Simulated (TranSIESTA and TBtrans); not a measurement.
## Ga chain with one C atom inserted

Junction: Ga chain with one C atom inserted. Leads: straight Ga chain, spacing 2.422 Å. Geometry: 3 atoms about the centre moved by SIESTA (PBE, DZP) to a largest force of 0.02 eV/Å, all others as built, motion along the axis alone.

Computed with TranSIESTA and TBtrans, PBE, DZP numerical orbitals (energy shift 0.15 eV), PseudoDojo norm-conserving scalar-relativistic potentials, mesh cutoff 200 Ry, 300 K, no spin polarisation, no spin-orbit coupling; self-consistent non-equilibrium Green functions.

```
Item                               Result
---------------------------------  ------
Conductance at 300 K (G0 = 2e²/h)    1.61
Mean T from −0.5 to 0.5 eV           1.23
```

Energies count from the leads' Fermi level. Transmissions are for one spin of a degenerate pair. The energy step is 0.01 eV; narrower resonances are cut or missed.

| E (eV) | T | lead channels |
|---|---|---|
| -2.00 | 0.68 | 1 |
| -1.90 | 0.65 | 1 |
| -1.80 | 0.61 | 1 |
| -1.70 | 0.54 | 1 |
| -1.60 | 0.38 | 1 |
| -1.50 | 0 | 0 |
| -1.40 | 0 | 0 |
| -1.30 | 0 | 0 |
| -1.20 | 0 | 0 |
| -1.10 | 0 | 0 |
| -1.00 | 0 | 0 |
| -0.90 | 0 | 0 |
| -0.80 | 0 | 0 |
| -0.70 | 0 | 0 |
| -0.60 | 0 | 0 |
| -0.50 | 0.62 | 1 |
| -0.40 | 0.70 | 1 |
| -0.30 | 0.81 | 3 |
| -0.20 | 1.21 | 3 |
| -0.10 | 1.55 | 3 |
| 0.00 | 1.63 | 3 |
| 0.10 | 1.54 | 3 |
| 0.20 | 1.42 | 3 |
| 0.30 | 1.32 | 3 |
| 0.40 | 1.25 | 3 |
| 0.50 | 1.20 | 3 |
| 0.60 | 1.18 | 3 |
| 0.70 | 1.17 | 3 |
| 0.80 | 1.18 | 3 |
| 0.90 | 1.20 | 3 |
| 1.00 | 1.24 | 3 |
| 1.10 | 1.28 | 3 |
| 1.20 | 1.32 | 3 |
| 1.30 | 1.38 | 3 |
| 1.40 | 1.43 | 3 |
| 1.50 | 1.48 | 3 |
| 1.60 | 1.53 | 3 |
| 1.70 | 1.58 | 3 |
| 1.80 | 1.63 | 3 |
| 1.90 | 1.68 | 3 |
| 2.00 | 1.73 | 3 |

The straight chain is held at its spacing; free chains may zigzag or dimerise. No spin-polarised start was tried, so a magnetic state, if there is one, is missed.
